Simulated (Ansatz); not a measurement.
An Ansatz (a quantum-chemistry and plane-wave program) run: HfO2 with a change (isotropic strain −0.50 %); plane-wave PAW DFT at the PBEsol level (Ansatz, 420 eV), without spin-orbit coupling.

Input:

Ansatz 0.2 input:
```yaml
crystal:
  lattice:
    - [0, 2.5092695367, 2.5092695367]
    - [2.5092695367, 0, 2.5092695367]
    - [2.5092695367, 2.5092695367, 0]
  atoms:
    - { symbol: Hf, position: [0, 0, 0] }
    - { symbol: O, position: [0.25, 0.25, 0.25] }
    - { symbol: O, position: [0.75, 0.75, 0.75] }
basis: { ecutwfc: 420, ecutrho_ratio: 4, xc_grid: 2, fft_grid_basis: typed }
kpoints: { mp_grid: { grid: [11, 11, 11] } }
hamiltonian:
  xc: pbesol
  dispersion: none
  pseudopotentials: { kind: paw }
scf: { occupations: { method: fermi_dirac, width: 0.05 }, convergence: { dr2_threshold: 0.0000000003 } }
relax: { f_tol: 0.005, max_steps: 50 }
output: { forces: true, stress: true }
checkpoint: { write: state.ck, write_every: 1000 }
```

Output (explanatory and most iteration lines left out):

```
Relaxation: its limit of steps is 50 (relax.max_steps)
Pseudopotential: Hf, paw, valence charge 26
Pseudopotential: O, paw, valence charge 6
Crystal: 3 atoms, lattice volume = 31.599 Å³
Basis set: ecut = 420 eV, 609 PW (Γ), exchange–correlation on 48×48×48 points (8 copies of the dense FFT grid, shifted against one another)
Bands: 23, of which v1, the nominal top of the filled ones, is band 19 counted from 1 (18 counted from 0)
Symmetry: 48 space group operations
Space group: Fm-3m (ITA 225), of the structure as read, at distance tolerance 3.2e-5 Å
k-points: 56 of 1331
Functional: x = pbesol(κ = 0.804, μ = 0.12345679012345678), c = pbesol(β = 0.046)
SCF iter   1: F=—  HF=-16725.085865 eV  |F-HF|=—  |Δ(HF+E_count)|=         —  Δρ=1.71e-2  dr2=7.17e-2  ethr=1.77e-3  ⟨swp⟩=4.5  Hψ=4725  notcnv=0
SCF iter   2: F=—  HF=-16725.074326 eV  |F-HF|=—  |Δ(HF+E_count)|=   1.15e-2  Δρ=1.00e-2  dr2=2.57e-2  ethr=1.89e-4  ⟨swp⟩=2.0  Hψ=2793  notcnv=0
SCF 1 converged in 7 iterations: F = -16725.067340 eV  dr2 = 1.05e-10
relax step   1: F+E_penalty+E_count = -16725.06733985 eV  Δ(F+E_penalty+E_count) = +0.000e0 eV  max|allowed force component| = 1.927e-18 eV/Å  Δτ_max = 0.0000 Å  (7 SCF iters, accepted)
SCF converged after 7 iterations
Free energy (F): -16725.067340 eV
Internal energy: -16725.067340 eV  (E = F + TS)
E sigma→0 (E₀):  -16725.067340 eV
Fermi energy:    18.419663 eV
--- Forces (eV/Å), atoms counted from 1 ---
  atom   1  Hf    -0.00000000     0.00000000    -0.00000000
  atom   2  O     -0.00000000    -0.00000000    -0.00000000
  atom   3  O     -0.00000000     0.00000000     0.00000000
--- Stress (GPa, compression-positive) ---
        4.107077      -0.000000      -0.000000
        0.000000       4.107077       0.000000
        0.000000       0.000000       4.107077
  P = ⅓ Tr σ = 4.1071 GPa (41.071 kbar)
--- Relaxed structure (1 steps of the walk, 1 accepted, 0 SCFs on fresh bases) ---
  atoms:
    - { symbol: Hf, position: [0.0, 0.0, 0.0] }
    - { symbol: O, position: [0.25, 0.25, 0.25] }
    - { symbol: O, position: [0.75, 0.75, 0.75] }
```

Spin-orbit coupling, missing from the scalar runs, can matter with Hf. Whether these cells are dynamically stable was not tested. The cell was made from HfO2 in the fluorite structure (space group Fm-3m, No. 225) by this change: isotropic strain −0.50 %. This is not the structure that HfO2 has at room temperature and ambient pressure.
